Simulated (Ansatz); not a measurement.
# InGaAs₂ (P-4m2, No. 115, 4 atoms in the cell; start mp-1223781)

Method: r²SCAN (Ansatz, a program for electronic structure, plane waves, PAW).

Run with plane-wave cutoff 560 eV, 14×14×10 k mesh (along the axes of the cell as run), Fermi–Dirac smearing 0.05 eV, scalar-relativistic PAW data made under PBE.

Cell (relaxed with PBEsol):

Space group P-4m2 (No. 115); a = b = 4.1428 Å, c = 5.9049 Å, α = β = γ = 90.00°

| atom | site | symmetry | x | y | z |
|---|---|---|---|---|---|
| In | 1d | -4m2 | 0.0000 | 0.0000 | 0.5000 |
| Ga | 1b | -4m2 | 0.5000 | 0.5000 | 0.0000 |
| As | 2g | 2mm. | 0.0000 | 0.5000 | 0.2303 |

| Property | Result |
|---|---|
| band gap | 0.35 eV (on the SCF k mesh) |

Note: cell and atoms aren't relaxed at this level (largest force component 0.02 eV/Å, pressure 0.5 GPa).

Spin–orbit coupling is not included.

The computed numbers hold no vibrational or temperature effects.

A start named mp-… is a Materials Project structure, which need not be a measured phase.
